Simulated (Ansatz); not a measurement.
Consider Au in the fcc (Cu type) structure (space group Fm-3m, No. 225; a = 4.083 Å). Axes: x, y, z lie along the cube axes.

Computed with PBEsol (Ansatz, a program for electronic structure, PAW, spin-orbit coupling left out).

For the base:

| Quantity | Value |
|---|---|
| Volume per atom | 17.02 Å³ |

One thing is altered: biaxial strain +0.55 %, plane normal [111], relaxed out of plane (Cartesian); in-plane vectors clamped, the third vector and the atoms free.

Q: What does the calculation give for the energy relative to the base after the change?

A: The energy grows by 0.6 meV/atom.

Q: What happens to the volume per atom?

A: The volume per atom grows by 0.064 Å³ (17.02 Å³ → 17.09 Å³).

Without a gap, meshes like the base's 20×20×20 leave anisotropic stresses uncertain by several tenths of a GPa, and small strain energies with them. Stability against distortions was not tested.
